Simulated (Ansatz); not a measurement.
A periodic model of amorphous hafnium silicate (Hf10Si10O40):

```xyz
60
Lattice="9.4346 0.0000 0.0000 0.0000 9.4346 0.0000 0.0000 0.0000 9.4346" Properties=species:S:1:pos:R:3 pbc="T T T"
Hf     8.9852     6.6296     0.3519
Hf     8.7754     2.4045     4.3691
Hf     4.4424     7.9286     9.1047
Hf     9.3335     5.3501     6.2211
Hf     2.6554     6.9311     2.5163
Hf     0.8434     8.8494     5.2100
Hf     7.4314     2.7127     7.2900
Hf     2.3884     2.9793     5.4092
Hf     3.9646     2.6302     9.1188
Hf     5.4999     2.0695     3.6259
Si     4.7669     5.0770     4.6024
Si     7.1937     8.8375     7.5921
Si     2.1257     5.6256     8.9322
Si     2.1146     2.2160     2.5784
Si     2.1311     0.6855     7.9966
Si     7.0362     8.6964     4.5485
Si     7.1935     2.0858     1.1039
Si     0.1837     0.3662     0.9455
Si     7.4696     5.7268     3.3368
Si     5.8124     5.1848     7.4687
O      2.7869     7.0306     8.4747
O      0.8907     1.1653     2.1986
O      3.5786     5.8042     3.8014
O      8.0575     7.7283     8.4541
O      9.0654     3.1939     6.2656
O      2.6704     2.1428     7.3524
O      5.1056     5.6938     6.0634
O      5.8253     0.1642     3.8932
O      6.7127     8.3084     6.1019
O      5.5204     2.1005     1.2084
O      1.7778     4.7385     5.8877
O      1.2892     3.3075     3.5232
O      5.4587     3.5470     7.8116
O      2.7707     2.7841     1.2288
O      7.2110     7.2931     3.7321
O      8.5106     4.8833     4.2938
O      1.9027     8.2012     3.7367
O      3.3594     1.7000     3.5293
O      3.1273     4.4080     8.7147
O      1.0269     1.4559     5.1320
O      1.5940     5.8454     1.0884
O      7.7198     2.9703     9.3071
O      0.8233     0.8755     8.9652
O      8.4169     0.1886     4.4095
O      0.4443     8.2053     1.1768
O      9.3184     7.2318     5.7743
O      3.4250     0.4823     9.0029
O      1.9626     9.0250     6.8526
O      0.5706     5.5339     8.3007
O      4.1386     7.7352     1.5837
O      4.3495     3.4971     4.8655
O      7.9349     5.7498     1.7702
O      6.0161     4.9352     3.5356
O      7.9833     0.7982     7.3256
O      8.0029     0.6417     1.0196
O      7.4228     4.9727     7.1732
O      7.4473     2.5314     2.6926
O      5.8491     9.1868     8.4237
O      6.8015     2.4003     5.2122
O      5.4923     6.2487     8.6312
```

Calculation: PBE, scalar-relativistic without spin-orbit coupling (plane waves to 420 eV, PAW; Ansatz, a program for electronic structure).

A CHGNet melt-quench gave the starting glass, which DFT then relaxed. O atoms were pushed apart under 1.9 Å during the dynamics, to hinder bonds among them. The hot cell started wider than the set density and was brought back towards it in steps. It is the lowest in DFT energy of 2 quenches. It is a model cell: composition and starting density were chosen by hand, and all elements were melted together. No dispersion term was used. Its density started from a set value of 5.40 and ended at 5.35 g/cm³. Cooling (nominally 91 K/ps over its main leg) ran many orders faster than in experiment, which tends to leave more defects and strain. Values belong to this one cell and scatter from quench to quench. The volume was free in the relaxation, at fixed shape. Stress components on the final sampling reach 0.8 GPa.

Cut-offs for bonds: Hf-Hf 3.34 Å, Hf-Si 2.89 Å, Hf-O 2.64 Å, Si-Si 2.60 Å, Si-O 1.90 Å, O-O 1.58 Å. Two cations that share two anions don't count as bonded, nor two that share one unless they lie closer than Hf-Hf 3.25 Å, Hf-Si 2.81 Å, Si-Si 2.38 Å.

### Question
Give the coordination numbers, mean bond lengths and angles.

### Answer

| Item | Result |
|---|---|
| Mean coordination of Hf by anions | 5.60 (1 with 4, 3 with 5, 5 with 6, 1 with 7) |
| Mean coordination of Si by anions | 4.00 (10 with 4) |
| Mean coordination of O | 2.40 (24 with 2, 16 with 3) |
| Mean Hf-O bond | 2.109 Å (spread 0.140 Å, 56 counted) |
| Mean Si-O bond | 1.644 Å (spread 0.026 Å, 40 counted) |
| Bond angle at Hf | mean 103.7°, spread 27.3° |
| Bond angle at Si | mean 109.4°, spread 6.0° |
| Bond angle at O | mean 124.5°, spread 20.1° |

### Question
List the pairs of like atoms that count as bonded by the rules above.

### Answer
There are none by these rules.

### Question
What Bader charges do the atoms carry, from a run on the zone centre alone?

### Answer
Means (range): Hf +2.64 e (+2.59 to +2.69), Si +3.25 e (+3.24 to +3.27), O -1.47 e (-1.66 to -1.21).
```json
[
 {"atom": "Hf1", "charge (e)": "+2.64"},
 {"atom": "Hf2", "charge (e)": "+2.66"},
 {"atom": "Hf3", "charge (e)": "+2.64"},
 {"atom": "Hf4", "charge (e)": "+2.66"},
 {"atom": "Hf5", "charge (e)": "+2.59"},
 {"atom": "Hf6", "charge (e)": "+2.62"},
 {"atom": "Hf7", "charge (e)": "+2.63"},
 {"atom": "Hf8", "charge (e)": "+2.62"},
 {"atom": "Hf9", "charge (e)": "+2.69"},
 {"atom": "Hf10", "charge (e)": "+2.65"},
 {"atom": "Si11", "charge (e)": "+3.27"},
 {"atom": "Si12", "charge (e)": "+3.26"},
 {"atom": "Si13", "charge (e)": "+3.24"},
 {"atom": "Si14", "charge (e)": "+3.25"},
 {"atom": "Si15", "charge (e)": "+3.25"},
 {"atom": "Si16", "charge (e)": "+3.27"},
 {"atom": "Si17", "charge (e)": "+3.24"},
 {"atom": "Si18", "charge (e)": "+3.27"},
 {"atom": "Si19", "charge (e)": "+3.26"},
 {"atom": "Si20", "charge (e)": "+3.24"},
 {"atom": "O21", "charge (e)": "-1.48"},
 {"atom": "O22", "charge (e)": "-1.65"},
 {"atom": "O23", "charge (e)": "-1.47"},
 {"atom": "O24", "charge (e)": "-1.46"},
 {"atom": "O25", "charge (e)": "-1.27"},
 {"atom": "O26", "charge (e)": "-1.48"},
 {"atom": "O27", "charge (e)": "-1.64"},
 {"atom": "O28", "charge (e)": "-1.42"},
 {"atom": "O29", "charge (e)": "-1.65"},
 {"atom": "O30", "charge (e)": "-1.51"},
 {"atom": "O31", "charge (e)": "-1.21"},
 {"atom": "O32", "charge (e)": "-1.49"},
 {"atom": "O33", "charge (e)": "-1.49"},
 {"atom": "O34", "charge (e)": "-1.46"},
 {"atom": "O35", "charge (e)": "-1.66"},
 {"atom": "O36", "charge (e)": "-1.51"},
 {"atom": "O37", "charge (e)": "-1.23"},
 {"atom": "O38", "charge (e)": "-1.51"},
 {"atom": "O39", "charge (e)": "-1.48"},
 {"atom": "O40", "charge (e)": "-1.29"},
 {"atom": "O41", "charge (e)": "-1.49"},
 {"atom": "O42", "charge (e)": "-1.51"},
 {"atom": "O43", "charge (e)": "-1.65"},
 {"atom": "O44", "charge (e)": "-1.50"},
 {"atom": "O45", "charge (e)": "-1.48"},
 {"atom": "O46", "charge (e)": "-1.26"},
 {"atom": "O47", "charge (e)": "-1.51"},
 {"atom": "O48", "charge (e)": "-1.49"},
 {"atom": "O49", "charge (e)": "-1.48"},
 {"atom": "O50", "charge (e)": "-1.21"},
 {"atom": "O51", "charge (e)": "-1.49"},
 {"atom": "O52", "charge (e)": "-1.46"},
 {"atom": "O53", "charge (e)": "-1.65"},
 {"atom": "O54", "charge (e)": "-1.48"},
 {"atom": "O55", "charge (e)": "-1.64"},
 {"atom": "O56", "charge (e)": "-1.52"},
 {"atom": "O57", "charge (e)": "-1.49"},
 {"atom": "O58", "charge (e)": "-1.51"},
 {"atom": "O59", "charge (e)": "-1.29"},
 {"atom": "O60", "charge (e)": "-1.50"}
]
```
